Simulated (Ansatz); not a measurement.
Zn₈Cu₅ (I-43m, No. 217), treated with PBEsol (Ansatz, a quantum-chemistry and plane-wave program, plane waves, PAW).

Numerical settings: plane-wave cutoff 520 eV, 10×10×10 k mesh, Fermi–Dirac smearing 0.05 eV, no spin polarisation, scalar-relativistic PAW data made under PBE.

Computed points:

| V (Å³/atom) | E − E_lowest (meV/atom) | P (GPa) |
|---|---|---|
| 12.159 | 8.75 | 5.77 |
| 12.412 | 2.09 | 2.71 |
| 12.666 | 0.00 | -0.01 |
| 12.919 | 1.95 | -2.42 |
| 13.172 | 7.49 | -4.55 |

Problem. What bulk modulus B0 and pressure derivative B′ does a third-order Birch–Murnaghan fit give?

Solution. V0 = 12.665 Å³/atom, B0 = 128 GPa, B′ = 5.0 (fit to the energies at full precision).

Note: the volume lies 6 % below that of the published cell.

The result took roughly 3 core-hours.
